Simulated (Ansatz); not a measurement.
# CsPbBr3 in the cubic perovskite structure (space group Pm-3m, No. 221)

```cif
data_Br3CsPb
_chemical_formula_sum 'Cs1 Pb1 Br3'
_space_group_name_H-M_alt 'Pm-3m'
_space_group_IT_number 221
_space_group_name_Hall '-P 4 2 3'
_cell_length_a 5.87217
_cell_length_b 5.87217
_cell_length_c 5.87217
_cell_angle_alpha 90.000
_cell_angle_beta 90.000
_cell_angle_gamma 90.000
loop_
_atom_site_label
_atom_site_type_symbol
_atom_site_symmetry_multiplicity
_atom_site_Wyckoff_symbol
_atom_site_fract_x
_atom_site_fract_y
_atom_site_fract_z
_atom_site_occupancy
Cs1 Cs 1 a 0.00000 0.00000 0.00000 1
Pb1 Pb 1 b 0.50000 0.50000 0.50000 1
Br1 Br 3 c 0.00000 0.50000 0.50000 1
```

All numbers come from PBEsol (Ansatz, an electronic-structure program), no spin-orbit coupling. k-mesh 6×6×6 (Γ-centred); smearing 0.05 eV (Fermi–Dirac).

| Property | Result |
|---|---|
| Volume per atom | 40.50 Å³ |
| Density | 4.75 g/cm³ |
| Band gap | 1.43 eV, direct at R |
| Electron mass (degenerate bands, along [100]) | 0.077, 0.74, 0.74 mₑ |
| Hole mass | 0.13 mₑ |
| Lowest conduction-band minima above the VBM | R along ⟨111⟩ 1.43 eV; Γ 2.88 eV |
| Total energy | -5111.295 eV/atom (σ→0; compares only within this code and set-up) |

With Pb present, leaving out spin-orbit coupling can change the band edges. Masses are band curvatures over ±0.01 Å⁻¹ around the edge. No phonon test of stability was made. Many cubic perovskites are stable only at high temperature; tilts and polar distortions were not tested. This is not the structure that CsPbBr3 has at room temperature and ambient pressure.
